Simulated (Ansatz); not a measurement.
# Habitual settings against a tight run: CdPb3 (I4/mmm, 4 atoms in the cell)

Self-consistent single point.

```yaml
crystal:
  lattice:
    - [-2.41904, 2.41904, 5.13280]
    - [2.41904, -2.41904, 5.13280]
    - [2.41904, 2.41904, -5.13280]
  atoms:
    - { symbol: Cd, position: [0.00000, 0.00000, 0.00000] }
    - { symbol: Pb, position: [0.75000, 0.25000, 0.50000] }
    - { symbol: Pb, position: [0.25000, 0.75000, 0.50000] }
    - { symbol: Pb, position: [0.50000, 0.50000, 0.00000] }
```

Method of the run: r2SCAN, harder PAW files (source: ansatz) made with PBE (plane waves; Ansatz, a program for electronic structure).

Base settings: basis.ecutwfc = 42.6 Ry; kpoints.mp_grid.grid = 7 7 7; hamiltonian.xc = r2scan; hamiltonian.pseudopotentials = {kind: paw, source: ansatz}; scf.occupations.method = fermi_dirac; scf.occupations.width = 0.0037 Ry.

Tight run (finer mesh or higher cutoff; not a proven limit): basis.ecutwfc: 42.6 Ry → 59.5 Ry; kpoints.mp_grid.grid: 7 7 7 → 10 10 10; scf.convergence.dr2_threshold: default (1e-07 eV) → 1e-09 eV. It gave Fermi level (on the code's own zero) 12.34 eV; pressure -1.10 GPa.

Quick runs, as changes from the base:
- A: the base itself
- B: basis.ecutwfc: 42.6 Ry → 21.3 Ry; kpoints.mp_grid.grid: 7 7 7 → 4 4 4; scf.occupations.method: fermi_dirac → methfessel_paxton; scf.occupations.width: 0.0037 Ry → 0.02 Ry; scf.convergence.dr2_threshold: default (1e-07 eV) → 0.001 eV
- C: basis.ecutwfc: 42.6 Ry → 29.8 Ry; kpoints.mp_grid.grid: 7 7 7 → 4 4 4; scf.occupations.width: 0.0037 Ry → 0.0147 Ry
- D: basis.ecutwfc: 42.6 Ry → 21.3 Ry; kpoints.mp_grid.grid: 7 7 7 → 2 2 2
- E: basis.ecutwfc: 42.6 Ry → 25.7 Ry; kpoints.mp_grid.grid: 7 7 7 → 3 3 3
- F: basis.ecutwfc: 42.6 Ry → 29.8 Ry; kpoints.mp_grid.grid: 7 7 7 → 8 8 8; scf.occupations.method: fermi_dirac → cold; scf.occupations.width: 0.0037 Ry → 0.0367 Ry

Energies are extrapolated to zero smearing width, which holds to low order in the width alone.

The count of work is k-points × plane waves × bands × iterations; it is no time. 

Pressures in the table are Ansatz's without its Pulay estimate, at a fixed set of plane waves; the tight run's value above holds the estimate.

The starting cell comes from a database of computed structures (which also holds hypothetical and non-ambient phases and stackings), without a prior relaxation at this level. Its lattice was rescaled by a random factor within 2.5 % of one. The cutoff lies below the one recommended for these files.

```csv
run,energy less tight (meV/atom),pressure less tight (GPa),count of work / tight
A,10.8,-0.04,0.20
B,7656.4,-229.57,0.014
C,162.5,-9.83,0.035
D,7747.9,-222.73,0.0056
E,1213.8,-50.75,0.013
F,182.3,-9.95,0.17
```

Among the runs at the tight run's level, the energy misses run from 10.8 to 7747.9 meV/atom.

Keys are those of Ansatz 0.2.
